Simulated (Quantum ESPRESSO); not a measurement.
Input and output of a self-consistent single point for WC (P3m1, 2 atoms in the cell) (Quantum ESPRESSO).

Level of theory: LDA (PZ), PSlibrary ultrasoft (LDA) pseudopotentials (plane waves; Quantum ESPRESSO).

The change in words: lattice scaled by 0.98; degauss: 0.0073499 Ry → 0.0036749 Ry; K_POINTS: automatic 8 8 7 0 0 0 → automatic 17 17 15 0 0 0. Reference geometry:
```
WC
1.0
    2.92455     0.00000     0.00000
   -1.46227     2.53274     0.00000
    0.00000     0.00000     2.85420
W C
1 1
Direct
  0.00000   0.00000   0.01752
  0.33333   0.66667   0.50000
```

Reference input (self-consistent single point, DFT, LDA (PZ), plane waves, PSlibrary ultrasoft (LDA) pseudopotentials): ecutwfc = 55 Ry; ecutrho = 495 Ry; occupations = smearing; smearing = gaussian; degauss = 0.0073499 Ry; potentials = {W: W.pz-spn-rrkjus_psl.1.0.0.UPF, C: C.pz-n-rrkjus_psl.1.0.0.UPF}; K_POINTS = automatic 8 8 7 0 0 0; conv_thr = 1e-11 Ry; mixing_beta = 0.3. This run's input differs from it in these lines:

```diff
@@ -10,4 +10,4 @@
     ibrav = 4,
-    celldm(1) = 5.5265989800,
-    celldm(3) = 0.975944939083,
+    celldm(1) = 5.4160676180,
+    celldm(3) = 0.975944827803,
     nat = 2,
@@ -18,3 +18,3 @@
     smearing = 'gaussian',
-    degauss = 0.0073499,
+    degauss = 0.0036749,
 /
@@ -31,3 +31,3 @@
 K_POINTS automatic
-8 8 7  0 0 0
+17 17 15  0 0 0
```

The program printed (abridged):

```
     Self-consistent Calculation

     iteration #  1     ecut=    55.00 Ry     beta= 0.30

     total energy              =    -170.36993309 Ry
     estimated scf accuracy    <       0.45271090 Ry

     iteration #  2     ecut=    55.00 Ry     beta= 0.30

     total energy              =    -170.45151088 Ry
     estimated scf accuracy    <       0.00597678 Ry

     iteration #  3     ecut=    55.00 Ry     beta= 0.30

     total energy              =    -170.45210742 Ry
     estimated scf accuracy    <       0.00324986 Ry

   [... 9 blocks of this kind left out ...]

     iteration # 13     ecut=    55.00 Ry     beta= 0.30

     total energy              =    -170.45213760 Ry
     estimated scf accuracy    <          1.7E-11 Ry

     iteration # 14     ecut=    55.00 Ry     beta= 0.30
     End of self-consistent calculation

     Number of k-points >= 100: set verbosity='high' to print the bands.

     the Fermi energy is    21.2194 ev

!    total energy              =    -170.45213760 Ry
     estimated scf accuracy    <          1.7E-13 Ry
     smearing contrib. (-TS)   =      -0.00002292 Ry
     internal energy E=F+TS    =    -170.45211468 Ry

     convergence has been achieved in  14 iterations

     Forces acting on atoms (cartesian axes, Ry/au):

     atom    1 type  1   force =     0.00000000    0.00000000   -0.03120613
     atom    2 type  2   force =     0.00000000    0.00000000    0.03120613

     Total force =     0.044132     Total SCF correction =     0.000001

          total   stress  (Ry/bohr**3)                   (kbar)     P=       61.57
   0.00040031   0.00000000   0.00000000           58.89        0.00        0.00
   0.00000000   0.00040031   0.00000000            0.00       58.89        0.00
   0.00000000   0.00000000   0.00045506            0.00        0.00       66.94

   JOB DONE.
```

The run converged in 14 iterations. Against the reference run the free energy drops by 21.7 meV/atom, the pressure goes from -18.04 to 6.16 GPa and the largest force goes from 0.616 to 0.802 eV/Å.

The starting cell has typed, rounded lattice constants, without a prior relaxation at this level. Its lattice was rescaled by up to half a per cent. One atom was moved a little off its site on purpose. For this run, on top of that: lattice scaled by 0.98. Spin polarisation is off. With a pressure of about 6 GPa the cell is away from its equilibrium volume at this level.

Cost on one core of a shared machine: roughly 90 s.
